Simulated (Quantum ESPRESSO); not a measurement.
## Dielectric-response calculation of CsH₃O₂ (Amm2, 6 atoms in the cell) at several settings

```yaml
crystal:
  lattice:
    - [4.31526, 0.00000, 0.00000]
    - [0.00000, 2.24645, 4.08512]
    - [0.00000, -2.24645, 4.08512]
  atoms:
    - { symbol: Cs, position: [0.00000, 0.98533, 0.98533] }
    - { symbol: H, position: [0.50000, 0.55847, 0.55847] }
    - { symbol: H, position: [0.50000, 0.07118, 0.45270] }
    - { symbol: H, position: [0.50000, 0.45270, 0.07118] }
    - { symbol: O, position: [0.50000, 0.67951, 0.67951] }
    - { symbol: O, position: [0.50000, 0.33406, 0.33406] }
```

Base: LDA (PZ), GBRV 1.5 ultrasoft (LDA) pseudopotentials (Quantum ESPRESSO 7.5). Its settings: ecutwfc = 40 Ry; ecutrho = 200 Ry; occupations = smearing; smearing = gaussian; degauss = 0.0036749 Ry; potentials = {Cs: cs_lda_v1.uspp.F.UPF, H: h_lda_v1.4.uspp.F.UPF, O: o_lda_v1.2.uspp.F.UPF}; K_POINTS = automatic 4 4 4 0 0 0; conv_thr = 1e-09 Ry; mixing_beta = 0.7. Starting volume 13.20 Å³ per atom.

Each line gives the change from the base single point and the result:

- occupations: smearing → fixed; smearing: gaussian → default; degauss: 0.0036749 Ry → default; K_POINTS: automatic 4 4 4 0 0 0 → automatic 6 6 6 0 0 0; nbnd: default → 20; ph.x.tr2_ph: default → 1e-14; ph.x.trans: default → false; ph.x.epsil: default → true; ph.x.zeu: default → true: pressure -3.03 GPa; largest force (vector length) 0.618 eV/Å; ε∞ at this k-point mesh, which may be far from converged in small-gap cells (xx, yy, zz) 2.58, 2.76, 2.60; Born charges at this mesh (mean of the diagonal, e) Cs 1.33, H 0.46, H 0.75, H 0.75, O -1.67, O -1.62.
- occupations: smearing → fixed; smearing: gaussian → default; degauss: 0.0036749 Ry → default; nbnd: default → 20; ph.x.tr2_ph: default → 1e-14; ph.x.trans: default → false; ph.x.epsil: default → true; ph.x.zeu: default → true: pressure -3.03 GPa; largest force (vector length) 0.617 eV/Å; ε∞ at this k-point mesh, which may be far from converged in small-gap cells (xx, yy, zz) 2.59, 2.76, 2.61; Born charges at this mesh (mean of the diagonal, e) Cs 1.33, H 0.46, H 0.75, H 0.75, O -1.67, O -1.62.
- occupations: smearing → fixed; smearing: gaussian → default; degauss: 0.0036749 Ry → default; K_POINTS: automatic 4 4 4 0 0 0 → automatic 2 2 2 0 0 0; nbnd: default → 20; ph.x.tr2_ph: default → 1e-14; ph.x.trans: default → false; ph.x.epsil: default → true; ph.x.zeu: default → true: pressure -2.95 GPa; largest force (vector length) 0.609 eV/Å; ε∞ at this k-point mesh, which may be far from converged in small-gap cells (xx, yy, zz) 2.85, 2.91, 2.68; Born charges at this mesh (mean of the diagonal, e) Cs 1.29, H 0.48, H 0.78, H 0.78, O -1.69, O -1.64.

The starting cell comes from a database of computed structures (which also holds hypothetical and non-ambient phases and stackings), without a prior relaxation at this level. Its lattice was rescaled by a random factor within 2.5 % of one. In the base run, with a pressure of about -3 GPa the cell is away from its equilibrium volume at this level.

Frequencies and response belong to this unrelaxed cell, and polar modes hold no LO-TO splitting.
